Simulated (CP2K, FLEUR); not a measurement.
A FLEUR input for a self-consistent single point of SrSi2Pd2 (I4/mmm, 5 atoms in the cell) (DFT, LDA (Vosko-Wilk-Nusair), all-electron FLAPW (FLEUR), scalar-relativistic valence):

Input of the input generator:

```
scf Sr(SiPd)2
&input film=f /
-0.3676624447 0.3676624447 0.8541947398
0.3676624447 -0.3676624447 0.8541947398
0.3676624447 0.3676624447 -0.8541947398
11.0618350646
1.0 1.0 1.0

5
38 0.0000000000 0.0000000000 0.0000000000
14 0.3736100000 0.3736100000 0.0000000000
14 0.6263900000 0.6263900000 0.0000000000
46 0.2500000000 0.7500000000 0.5000000000
46 0.7500000000 0.2500000000 0.5000000000

&comp jspins=1 /
&exco xctyp='vwn' /
&kpt div1=9 div2=9 div3=9 /
&end /
```

```xml
<?xml version="1.0" encoding="UTF-8" standalone="no"?>
<fleurInput fleurInputVersion="0.39">
   <comment>
      scf Sr(SiPd)2                                                                                       
   </comment>
   <calculationSetup>
      <cutoffs Kmax="4.7" Gmax="18.8" GmaxXC="18.8" numbands="0"/>
      <scfLoop itmax="80" minDistance="0.00001" maxIterBroyd="99" imix="Anderson" alpha="0.05" precondParam="0.0" spinf="2.0"/>
      <coreElectrons ctail="T" frcor="F" kcrel="0" coretail_lmax="0"/>
      <xcFunctional name="vwn" relativisticCorrections="F"/>
      <magnetism jspins="1"/>
      <soc l_soc="F" theta="0.0" phi="0.0" spav="F"/>
      <expertModes spex="0" secvar="F"/>
      <geometryOptimization l_f="T" forcealpha="1.0" forcemix="BFGS" epsdisp="0.00001" epsforce="0.00001"/>
      <ldaU l_linMix="F" mixParam="0.05" spinf="1.0"/>
   </calculationSetup>
   <cell>
      <bzIntegration valenceElectrons="50.0" mode="gauss" fermiSmearingEnergy="0.00734986">
         <kPointListSelection listName="default-1"/>
         <!-- k-points included here -->
         <xi:include xmlns:xi="http://www.w3.org/2001/XInclude" href="kpts.xml"> </xi:include>
      </bzIntegration>
      <!-- symmetry operations included here -->
      <xi:include xmlns:xi="http://www.w3.org/2001/XInclude" href="sym.xml"> </xi:include>
      <bulkLattice scale="1.0">
         <bravaisMatrix>
            <row-1>   -4.0670213227190182     4.0670213227190182     9.4489613247165138</row-1>
            <row-2>    4.0670213227190182    -4.0670213227190182     9.4489613247165138</row-2>
            <row-3>    4.0670213227190182     4.0670213227190182    -9.4489613247165138</row-3>
         </bravaisMatrix>
      </bulkLattice>
   </cell>
   <atomSpecies>
      <species name="Strontium (Sr)" element="Sr" atomicNumber="38">
         <mtSphere radius="2.63" gridPoints="925" logIncrement="0.014"/>
         <atomicCutoffs lmax="10" lnonsphr="8"/>
         <electronConfig flipSpins="F">
            <coreConfig>(1s1/2) (2s1/2) (2p1/2) (2p3/2) (3s1/2) (3p1/2) (3p3/2) (3d3/2) (3d5/2)</coreConfig>
            <valenceConfig>(4s1/2) (4p1/2) (4p3/2) (5s1/2)</valenceConfig>
         </electronConfig>
         <energyParameters s="5" p="5" d="4" f="4"/>
         <lo type="SCLO" l="0" n="4" eDeriv="0"/>
         <lo type="SCLO" l="1" n="4" eDeriv="0"/>
      </species>
      <species name="Silicon (Si)" element="Si" atomicNumber="14">
         <mtSphere radius="1.70" gridPoints="599" logIncrement="0.019"/>
         <atomicCutoffs lmax="8" lnonsphr="6"/>
         <electronConfig flipSpins="F">
            <coreConfig>(1s1/2) (2s1/2) (2p1/2) (2p3/2)</coreConfig>
            <valenceConfig>(3s1/2) (3p1/2) (3p3/2)</valenceConfig>
            <stateOccupation state="(3p1/2)" spinUp="0.3333333333333" spinDown="0.3333333333333"/>
            <stateOccupation state="(3p3/2)" spinUp="0.6666666666667" spinDown="0.6666666666667"/>
         </electronConfig>
         <energyParameters s="3" p="3" d="3" f="4"/>
      </species>
      <species name="Palladium (Pd)" element="Pd" atomicNumber="46">
         <mtSphere radius="2.60" gridPoints="915" logIncrement="0.014"/>
         <atomicCutoffs lmax="10" lnonsphr="8"/>
         <electronConfig flipSpins="F">
            <coreConfig>(1s1/2) (2s1/2) (2p1/2) (2p3/2) (3s1/2) (3p1/2) (3p3/2) (4s1/2) (3d3/2) (3d5/2)</coreConfig>
            <valenceConfig>(4p1/2) (4p3/2) (5s1/2) (4d3/2) (4d5/2)</valenceConfig>
            <stateOccupation state="(5s1/2)" spinUp="0.5" spinDown="0.5"/>
            <stateOccupation state="(4d3/2)" spinUp="1.8" spinDown="1.8"/>
            <stateOccupation state="(4d5/2)" spinUp="2.7" spinDown="2.7"/>
         </electronConfig>
         <energyParameters s="5" p="5" d="4" f="4"/>
         <lo type="SCLO" l="1" n="4" eDeriv="0"/>
      </species>
   </atomSpecies>
   <atomGroups>
      <atomGroup species="Strontium (Sr)">
         <relPos label="                   1">.0000000000 .0000000000 .0000000000</relPos>
         <force calculate="T" relaxXYZ="TTT"/>
      </atomGroup>
      <atomGroup species="Silicon (Si)">
         <relPos label="                   2">.3736100000 .3736100000 .0000000000</relPos>
         <relPos label="                   3">-.3736100000 -.3736100000 .0000000000</relPos>
         <force calculate="T" relaxXYZ="TTT"/>
      </atomGroup>
      <atomGroup species="Palladium (Pd)">
         <relPos label="                   4">1.000/4.000 -1.000/4.000 1.000/2.000</relPos>
         <relPos label="                   5">-1.000/4.000 1.000/4.000 1.000/2.000</relPos>
         <force calculate="T" relaxXYZ="TTT"/>
      </atomGroup>
   </atomGroups>
   <output dos="F" band="F" slice="F">
      <checks vchk="F" cdinf="F"/>
      <bandDOS minEnergy="-.5*Htr" maxEnergy="0.5*Htr" sigma="0.015" storeEVData="T"/>
      <vacuumDOS vacdos="F" integ="F" star="F" nstars="0" locx1="0.0" locy1="0.0" locx2="0.0" locy2="0.0" nstm="0" tworkf="0.0"/>
      <unfoldingBand unfoldBand="F" supercellX="1" supercellY="1" supercellZ="1"/>
      <plotting iplot="0" polar="F">
         <plot TwoD="T" vec1="  1.0  0.0  0.0" vec2="  0.0  1.0  0.0" vec3="  0.0  0.0  1.0" zero="  0.0  0.0  0.0" file="plot"/>
      </plotting>
      <chargeDensitySlicing numkpt="0" minEigenval="0.0" maxEigenval="0.0" nnne="0" pallst="F"/>
      <specialOutput eonly="F"/>
      <magneticCircularDichroism mcd="F" energyLo="-10.0" energyUp="0.0"/>
   </output>
  <!-- We include the file relax.xml here to enable relaxations (see documentation) -->
  <xi:include xmlns:xi="http://www.w3.org/2001/XInclude" href="relax.xml"> <xi:fallback/> </xi:include>
</fleurInput>
```

Question: Translate this input to CP2K.

Answer: This is the input that was run; spellings and numerical settings could be chosen otherwise.

```
&GLOBAL
  PROJECT scf
  RUN_TYPE ENERGY_FORCE
  PRINT_LEVEL LOW
&END GLOBAL
&FORCE_EVAL
  METHOD Quickstep
  STRESS_TENSOR ANALYTICAL
  &DFT
    BASIS_SET_FILE_NAME BASIS_MOLOPT
    POTENTIAL_FILE_NAME GTH_POTENTIALS
    &QS
      METHOD GPW
      EPS_DEFAULT 1E-10
    &END QS
    &MGRID
      CUTOFF 500
      REL_CUTOFF 60
      NGRIDS 5
    &END MGRID
    &SCF
      SCF_GUESS ATOMIC
      EPS_SCF 1E-7
      MAX_SCF 100
      ADDED_MOS 10
      &DIAGONALIZATION
        ALGORITHM STANDARD
      &END DIAGONALIZATION
      &MIXING
        METHOD BROYDEN_MIXING
        ALPHA 0.2
        NBUFFER 12
      &END MIXING
      &SMEAR ON
        METHOD GAUSSIAN
        SIGMA [eV] 0.2
      &END SMEAR
    &END SCF
    &KPOINTS
      SCHEME MONKHORST-PACK 9 9 9
    &END KPOINTS
    &XC
      &XC_FUNCTIONAL PADE
      &END XC_FUNCTIONAL
    &END XC
    &PRINT
      &MO
        EIGENVALUES T
        OCCUPATION_NUMBERS T
        NDIGITS 8
        FILENAME mo
        &EACH
          QS_SCF 0
        &END EACH
        ADD_LAST NUMERIC
      &END MO
      &MULLIKEN OFF
      &END MULLIKEN
    &END PRINT
  &END DFT
  &SUBSYS
    &CELL
      ABC 5.85367100 5.85367075 5.85367082
      ALPHA_BETA_GAMMA 136.85694605 136.85694702 62.65822902
      PERIODIC XYZ
    &END CELL
    &COORD
      Sr       0.00000000     0.00000000     0.00000000
      Si       3.19146853     1.94266515     0.00000000
      Si       5.35077747     3.25704885     0.00000000
      Pd       1.34428750     2.59985700     1.52181750
      Pd       2.92683550     0.00000000     1.52181750
    &END COORD
    &KIND Sr
      BASIS_SET DZVP-MOLOPT-SR-GTH-q10
      POTENTIAL GTH-PADE-q10
    &END KIND
    &KIND Si
      BASIS_SET DZVP-MOLOPT-SR-GTH-q4
      POTENTIAL GTH-PADE-q4
    &END KIND
    &KIND Pd
      BASIS_SET DZVP-MOLOPT-SR-GTH-q18
      POTENTIAL GTH-PADE-q18
    &END KIND
  &END SUBSYS
  &PRINT
    &FORCES ON
    &END FORCES
    &STRESS_TENSOR ON
    &END STRESS_TENSOR
  &END PRINT
&END FORCE_EVAL
```

Basis settings and potentials, where a program has them, do not carry over. This input uses DFT LDA (Pade form), GPW, DZVP-MOLOPT-SR-GTH basis, GTH-PADE potentials (GTH_POTENTIALS). LDA parametrisations can differ slightly between programs.

The starting cell comes from a database of computed structures (which also holds hypothetical and non-ambient phases and stackings), without a prior relaxation at this level.
